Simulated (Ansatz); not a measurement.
The reference is TiC in the rock salt structure (space group Fm-3m, No. 225; relaxed with 0.1 eV smearing).

```yaml
crystal:
  lattice:
    - [0.00000, 2.16392, 2.16392]
    - [2.16392, 0.00000, 2.16392]
    - [2.16392, 2.16392, 0.00000]
  atoms:
    - { symbol: Ti, position: [0.00000, 0.00000, 0.00000] }
    - { symbol: C, position: [0.50000, 0.50000, 0.50000] }
```

Cartesian axes are those of the cell as printed.

Level of theory: Ansatz (a quantum-chemistry and plane-wave program), r2SCAN, PAW, cutoff 500 eV, spin-orbit coupling left out.

Before the change:

| Item | Value |
|---|---|
| Pressure | 0.0 GPa |
| Band gap | zero |

One thing is altered: tensor shear ε_xy = +1.14 % (engineering shear γ = 0.0228), atoms relaxed at fixed cell.

What happens to the energy relative to the base?

The energy grows by 3.1 meV/atom.

What happens to the pressure?

The pressure (mean of the normal stresses, compression positive) stays 0.0 GPa.

Predict the new band gap.

The band gap stays zero.

The cells carry an imposed strain or load. Whether these cells are dynamically stable was not tested. All final runs are without spin polarisation.
